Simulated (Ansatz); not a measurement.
**Si: energy against volume**

Si (diamond, Fd-3m, 20.172 Å³/atom and stress up to 0.01 GPa in the relaxed cell, cube axes along x, y and z) under hydrostatic pressure, with the cell free. r2SCAN in Ansatz, a plane-wave DFT program (PAW, default set), 500 eV, 10×10×10 Γ-centred mesh, Fermi-Dirac smearing 0.05 eV; ions are relaxed, or left where forces stay under 0.02 eV/Å, within the symmetry of each cell.

Here V stands for volume and E for E less E0.

```
volume (Å³/atom)  E less E0 (meV/atom)  pressure (GPa)
----------------  --------------------  --------------
20.6100                           2.79           -2.00
20.3838                           0.67           -1.00
20.1715                           0.00            0.00
19.9873                           0.51            0.90
19.7560                           2.67            2.10
19.3302                          11.41            4.51
18.6424                              ?               ?
```

Fit E of the 6 rows that show it with the third-order Birch-Murnaghan form, a cubic in V^(-2/3). With u = V^(-2/3) - 0.1356, the rows have u = -0.0025705, -0.0015881, -0.0006495, 0.0001784, 0.0012361, 0.0032382. Least squares gives E = 0.313 + 972.2·u + 755318·u² + 856832·u³. Residuals (row less fit): 0.000, -0.001, 0.000, 0.000, 0.000, 0.000; standard error 0.001 (degrees of freedom: 2). Its minimum lies at u = -0.0006443, so V0 = (0.1349557)^(-3/2) = 20.17. There d²E/du² = 1507000 and d³E/du³ = 5141000, so B0 = (4/9) × 20.17^(-7/3) × 1507000 × 0.160218 = 96.9 GPa (the last factor turns the table's units into GPa), and B0' = 4 + (2/3) × 0.1349557 × (5141000)/1507000 = 4.3. B0' rests on the cubic coefficient alone and has a standard error of 0.1 from these residuals.

Task: What does the fit predict for E at V = 18.6424, and how far is the calculated value from it?

Result: u = 0.0066325, so E = 0.313 + 972.2 × 0.0066325 + 755318 × 0.0066325² + 856832 × 0.0066325³ = 40.238 meV/atom. The calculation gives 40.14 meV/atom, 0.098 meV/atom below the prediction (0.2 % of the range of E in the table). The row lies outside the fitted rows, so this is an extrapolation. The scatter of the fitted rows lies at the last printed digit.

Other structures, which can take over under pressure, weren't tried. The same form fitted to the pressure column gives B0' = 4.2; series where the two differ by over 0.4 aren't shown. Rows are the converged runs of the series near zero and its far end, less any whose ions stayed unrelaxed beside relaxed ones; series whose fitted rows scatter by over a few per cent of the range, as at a crossing or softening among them, aren't shown in this form.
